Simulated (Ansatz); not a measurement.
Consider BeS in the zinc blende structure (space group F-43m, No. 216; a = 4.8686 Å). Axes: x, y, z lie along the cube axes.

Method: plane-wave PAW DFT at the r2SCAN level (Ansatz, a program for electronic structure, 500 eV), without spin-orbit coupling.

For the base:

- Shortest interatomic distance = 2.108 Å
- Band gap = 3.59 eV
- Smallest direct gap = 6.22 eV

It is then changed as follows: uniaxial strain ε_zz = +1.00 %, all other strain components held at zero; the atoms relax in the strained cell.

Question: Predict the new shortest interatomic distance, energy relative to the base, band gap and smallest direct gap.

Answer: The shortest interatomic distance goes up by 0.007 Å to 2.115 Å; the energy rises by 0.7 meV/atom; the band gap decreases by 0.02 eV, from 3.59 eV to 3.57 eV; the smallest direct gap shrinks by 0.019 eV, from 6.22 eV to 6.21 eV.

Stability against distortions was not tested.
